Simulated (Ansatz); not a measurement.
For bcc Tl (high-temperature phase), LDA (PAW; Ansatz, a program for electronic structure) gives:

| Item | Result |
|---|---|
| lattice parameter a | 3.793 Å |
| bulk modulus B0 | 42.6 GPa |

Task: What does r²SCAN (Ansatz, PAW) give for the same quantities?

Result: 
- lattice constant a: 3.920 Å (increases by 3.3 %)
- bulk modulus: 31.7 GPa (decreases by 26 %)

For comparison: lattice constant a 3.882 Å (measured, temperature not stated, copied from a table, unchecked, not corrected to a static lattice; as tabulated in Crystal Structures 1, 7 (1963)).

Changes are worked out from the printed values.

Unless a cell is named, each level is at its own relaxed cell (LDA 27.28, r²SCAN 30.11 Å³/atom).

Levels without +SOC leave out spin–orbit coupling, which shifts energies and cells of such heavy elements.

Caveats: symmetry holds this phase in the static calculation, where it need not be a minimum (LDA, r²SCAN); the bulk modulus is −V dP/dV from two relaxed cells at ±2 % in volume (LDA, r²SCAN). Ansatz's density-functional and Hartree–Fock values are scalar-relativistic unless marked +SOC, with PAW data made under PBE.
